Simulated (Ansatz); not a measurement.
Start from Ca$_{2}$Si (space group Fm-3m, No. 225; a model cell, its experimental status unchecked).

```cif
data_Ca8Si4
_chemical_formula_sum 'Si4 Ca8'
_space_group_name_H-M_alt 'Fm-3m'
_space_group_IT_number 225
_space_group_name_Hall '-F 4 2 3'
_cell_length_a 7.16002
_cell_length_b 7.16002
_cell_length_c 7.16002
_cell_angle_alpha 90.000
_cell_angle_beta 90.000
_cell_angle_gamma 90.000
loop_
_atom_site_label
_atom_site_type_symbol
_atom_site_symmetry_multiplicity
_atom_site_Wyckoff_symbol
_atom_site_fract_x
_atom_site_fract_y
_atom_site_fract_z
_atom_site_occupancy
Si1 Si 4 a 0.00000 0.00000 0.00000 1
Ca1 Ca 8 c 0.25000 0.25000 0.25000 1
```
(The calculation used a cell of 3 atoms; values per cell refer to that cell.)

Calculations: Ansatz (a program for electronic structure), r2SCAN, PAW, cutoff 500 eV, no spin-orbit coupling.

For the base:

| Item | Result |
|---|---|
| Smallest direct gap | 0.79 eV |
| Band gap | 0.78 eV |
| Pressure | 0.00 GPa |

Now apply this change: the cell is scaled by 1.0207 in all directions, atoms relaxed at fixed cell.

Q: How does this affect the smallest direct gap, band gap, energy relative to the base and pressure?

A: The smallest direct gap goes up by 0.078 eV, from 0.79 eV to 0.86 eV; the band gap goes up by 0.06 eV to 0.84 eV; the energy increases by 14 meV/atom; the pressure goes from zero to -2.14 GPa.

The cells carry an imposed strain or load. Whether these cells are dynamically stable was not tested.
